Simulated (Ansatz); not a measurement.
**Sr in the fcc (Cu type) structure (space group Fm-3m, No. 225)**

```xyz
1
Lattice="0.0000 3.0147 3.0147 3.0147 0.0000 3.0147 3.0147 3.0147 0.0000" Properties=species:S:1:pos:R:3 pbc="T T T"
Sr     0.0000     0.0000     0.0000
```

Calculations: PBE in Ansatz (plane waves to 420 eV, PAW, no spin-orbit coupling). k-mesh 13×13×13 (Γ-centred); smearing 0.05 eV (Fermi–Dirac).

| Quantity | Result |
|---|---|
| Volume per atom | 54.80 Å³ |
| Density | 2.66 g/cm³ |
| Band gap | zero |
| Total energy | -3544.221 eV/atom (σ→0; compares only within this code and set-up) |

Stability against distortions was not tested.

Ansatz is a quantum-chemistry and plane-wave program.
